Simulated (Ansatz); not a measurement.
Co: pressure 0.3 GPa

Base system: Co in the hcp (Mg type) structure (space group P6_3/mmc, No. 194; a = 2.457 Å, c = 3.968 Å; ferromagnetic).

Now apply this change: cell and atoms relaxed at a pressure of 0.3 GPa.

Calculations: DFT with PBEsol, PAW potentials and a 420 eV plane-wave cutoff in Ansatz (a first-principles code), scalar-relativistic without spin-orbit coupling, earlier PAW set. Γ-centred 22×22×12 mesh, Fermi–Dirac width 0.05 eV.

```json
[
 {"quantity": "volume per atom", "base": "10.37 Å³", "changed": "10.36 Å³", "shift": "-0.01 Å³"},
 {"quantity": "density", "base": "9.43 g/cm³", "changed": "9.44 g/cm³", "shift": "+0.01 g/cm³"},
 {"quantity": "lattice parameter a", "base": "4.643 bohr", "changed": "4.641 bohr", "shift": "-0.002 bohr"},
 {"quantity": "c/a ratio", "base": "1.615", "changed": "1.615", "shift": "0.000"},
 {"quantity": "shortest interatomic distance", "base": "4.609 bohr", "changed": "4.607 bohr", "shift": "-0.002 bohr"},
 {"quantity": "enthalpy H = E + PV relative to the base's energy", "base": "–", "changed": "+0.02 eV/atom", "shift": "–"},
 {"quantity": "band gap", "base": "zero", "changed": "zero", "shift": "–"},
 {"quantity": "magnetic state", "base": "ferromagnetic", "changed": "ferromagnetic", "shift": "–"},
 {"quantity": "largest site moment", "base": "1.64 μB", "changed": "1.64 μB", "shift": "0.00 μB"}
]
```

The magnetic state is the one reached from the starting moments; the real material's order can differ, and small cells can't hold many antiferromagnetic ones. Load acts through the strain it causes; cell and atoms are relaxed under it. Whether these cells are dynamically stable was not tested.
